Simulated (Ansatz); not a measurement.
# fcc Al (1 1 0) on zinc-blende InP (0 0 1) (film strained to the substrate, started from cuts of the bulks and a machine-learned relaxation; slabs In12P10 and Al24, which can lie off the formulas)

A periodic stack without vacuum, fcc Al (1 1 0) on zinc-blende InP (0 0 1) (film strained to the substrate, started from cuts of the bulks and a machine-learned relaxation; slabs In12P10 and Al24, which can lie off the formulas): substrate slab In12P10, film Al24, surface cells [[-2, 0], [-1, -1]] and [[0, 3], [-1, 0]], film strained by -1.7 and +4.3 %, outermost planes In/In and Al/Al as cut, which need not be the usual terminations and can put a slab off its formula.

The start was prepared with a machine-learned potential, and the result is one local minimum, with the in-plane cell held and forces under 0.04 eV/Å; the film can end far from its bulk form.

Calculation: PBE (plane waves to 420 eV, PAW; Ansatz, a first-principles code). No spin–orbit coupling; the runs are not spin-polarised; PBE gaps are too small against experiment. Its k-point mesh 3×6×1, Fermi–Dirac width 0.05 eV.

The interface area is 35.5 Å². The period is 29.10 Å. The heights between the nearest atoms of the two slabs at the two interfaces is 2.39 and 1.85 Å and the Al–In contacts across the interfaces within 1.22 times the sum of covalent radii is 8, mean 2.86 Å. The estimate of the barrier comes out as withheld, since the Fermi level falls at or inside a band of the host, which a slab this thin can't settle.

```
CELL_PARAMETERS angstrom
      8.42811     0.00164    -0.10079
      0.00066     4.21256     0.12325
      1.06059     1.19682    29.13811
ATOMIC_POSITIONS crystal
  In 0.42622 0.02971 0.13627
  In 0.92641 0.03265 0.13179
  In 0.67667 0.58625 0.02966
  In 0.19426 0.58612 0.03035
  In 0.41246 0.93159 0.33817
  In 0.90654 0.93083 0.33934
  In 0.67051 0.48145 0.23608
  In 0.16559 0.48120 0.23675
  In 0.32988 0.83202 0.54242
  In 0.94493 0.83302 0.54191
  In 0.64962 0.37972 0.44351
  In 0.15290 0.38172 0.43880
  P  0.43094 0.55439 0.08576
  P  0.93090 0.55856 0.07921
  P  0.41520 0.45640 0.28689
  P  0.91230 0.45556 0.28833
  P  0.16780 0.00610 0.18535
  P  0.67649 0.00610 0.18513
  P  0.38956 0.35590 0.49350
  P  0.90362 0.35708 0.49221
  P  0.15648 0.90624 0.38825
  P  0.65387 0.90488 0.39172
  Al 0.62602 0.26271 0.67014
  Al 0.95828 0.26431 0.66944
  Al 0.28732 0.26331 0.66936
  Al 0.78953 0.78414 0.62660
  Al 0.13037 0.78479 0.62445
  Al 0.46654 0.78329 0.62807
  Al 0.28005 0.21432 0.76896
  Al 0.61425 0.21438 0.76878
  Al 0.94681 0.21418 0.76948
  Al 0.45109 0.73688 0.72249
  Al 0.78655 0.73728 0.72208
  Al 0.11878 0.73747 0.72229
  Al 0.93665 0.16634 0.86696
  Al 0.26811 0.16546 0.86970
  Al 0.60582 0.16499 0.86976
  Al 0.11014 0.68978 0.82059
  Al 0.44231 0.68895 0.82115
  Al 0.77300 0.68925 0.82089
  Al 0.59549 0.11635 0.96607
  Al 0.92886 0.12006 0.96306
  Al 0.26003 0.11665 0.96614
  Al 0.76750 0.63994 0.92028
  Al 0.09730 0.64040 0.92025
  Al 0.43139 0.63995 0.91969
```
